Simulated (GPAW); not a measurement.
A self-consistent single point of In2Co3S2 (R-3m, 7 atoms in the cell) with GPAW.

Method of the run: PBEsol, GPAW PAW datasets PBEsol (made by gpaw-setup) (plane waves; GPAW).

```xyz
7
Lattice="2.6381 1.5231 4.5697 -2.6381 1.5231 4.5697 0.0000 -3.0463 4.5697" Properties=species:S:1:pos:R:3 pbc="T T T"
In     0.0000     0.0000     6.8545
In     0.0000     0.0000     0.0000
Co     0.0000    -1.5231     2.2848
Co     1.3191     0.7616     2.2848
Co    -1.3191     0.7616     2.2848
S      0.0000     0.0000     9.9019
S      0.0000     0.0000     3.8071
```
Moments meant for the start (each program seeds them in its own way; μB, in the order of the atoms In In Co Co Co S S): 0.0 0.0 3.0 3.0 3.0 0.0 0.0.

Reference input (self-consistent single point, DFT PBEsol, plane waves, GPAW PAW datasets PBEsol (made by gpaw-setup)): spinpol = true; mode = pw; ecut = 850 eV; xc = PBEsol; kpts = 5 5 5; mesh shift (steps) = 0 0 0; occupations.name = fermi-dirac; occupations.width = 0.1 eV; nbands = -11; convergence.density = 1e-05 e/electron; convergence.energy = 1e-05 eV/electron; symmetry.symmorphic = false. This run's input differs from it in these lines:

```diff
@@ -25,3 +25,3 @@
             nbands=-11,
-            convergence={'density': 1e-05, 'energy': 1e-05},
+            convergence={'density': 0.0001, 'energy': 0.0005, 'eigenstates': 4e-08},
             symmetry={'symmorphic': False, 'tolerance': 0.0005},
```

Log, with long lists cut:

```
     iter     time        total  log10-change:  magmom
                         energy   eigst   dens
iter:   1 --:--:--   -45.442127                   +9.0147
iter:   2 --:--:--   -46.195174   -0.59  -1.23    +4.6479
iter:   3 --:--:--   -45.357056   -0.87  -1.28    +1.7518
iter:   4 --:--:--   -46.034290   -1.45  -1.41    +1.2364
iter:   5 --:--:--   -44.877710   -1.17  -1.37    +1.1597
iter:   6 --:--:--   -45.112746   -1.98  -1.90    +1.0236
iter:   7 --:--:--   -44.875975   -1.54  -1.74    +0.8559
iter:   8 --:--:--   -44.809464   -3.08  -2.12    +0.8668
iter:   9 --:--:--   -44.810642   -3.98  -2.63    +0.7896
iter:  10 --:--:--   -44.814816c  -3.59  -2.71    +0.5678
iter:  11 --:--:--   -44.817032c  -3.70  -2.89    +0.3538
iter:  12 --:--:--   -44.817840c  -3.83  -2.93    +0.1607
iter:  13 --:--:--   -44.817663c  -4.37  -2.96    +0.0709
iter:  14 --:--:--   -44.817330c  -4.60  -2.98    +0.0200
iter:  15 --:--:--   -44.817246c  -5.43  -3.11    +0.0076
iter:  16 --:--:--   -44.817301c  -5.51  -3.33    +0.0029
iter:  17 --:--:--   -44.817331c  -6.25  -3.73    +0.0003
iter:  18 --:--:--   -44.817326c  -6.96  -3.86    -0.0006
iter:  19 --:--:--   -44.817277c  -6.76  -3.93    -0.0011
iter:  20 --:--:--   -44.817274c  -7.57c -4.20c   -0.0012
Converged after 20 iterations.

Dipole moment: (-0.000000, 0.000000, 0.000000) |e|*Ang

Total magnetic moment: (0.000000, 0.000000, -0.001158)
Local magnetic moments:
   0 In ( 0.000000,  0.000000,  0.000004)
   1 In ( 0.000000,  0.000000,  0.000004)
   2 Co ( 0.000000,  0.000000, -0.000373)
   3 Co ( 0.000000,  0.000000, -0.000373)
   4 Co ( 0.000000,  0.000000, -0.000373)
   5 S  ( 0.000000,  0.000000, -0.000007)
   6 S  ( 0.000000,  0.000000, -0.000007)

Energy contributions relative to reference atoms: (reference = -455092.198580)

Kinetic:        +62.266640
Potential:      -52.099692
External:        +0.000000
XC:             -55.138730
Entropy (-ST):   -0.181497
Local:           +0.245256
SIC:             +0.000000
--------------------------
Free energy:    -44.908022
Extrapolated:   -44.817274

   [... lines left out ...]
Fermi level: 8.57078
No gap
   [... lines left out ...]
  1 In    0.00000    0.00000   -0.00000
  2 Co    0.00000   -0.00000    0.00000
  3 Co   -0.00000    0.00000    0.00000
  4 Co   -0.00000   -0.00000    0.00000
  5 S     0.00000    0.00000    0.29178
  6 S     0.00000   -0.00000   -0.29178

Stress tensor:
     0.021662    -0.000000     0.000000
    -0.000000     0.021662    -0.000000
     0.000000    -0.000000     0.032469
Stress (GPa, Voigt): [ 3.4706  3.4706  5.202  -0.      0.     -0.    ]
```

The run converged in 20 iterations. GPAW prints stress with tension positive. Against the reference run the free energy hardly moves (within 1 meV/atom), the pressure moves little (-4.04 to -4.05 GPa) and the largest force goes from 0.260 to 0.292 eV/Å.

The starting cell comes from a database of computed structures (which also holds hypothetical and non-ambient phases and stackings), without a prior relaxation at this level. The starting moments vanished: the run ended non-magnetic, which need not be the lowest state. With a pressure of about -4 GPa the cell is away from its equilibrium volume at this level.

Cost on one core of a shared machine: roughly 6 min.
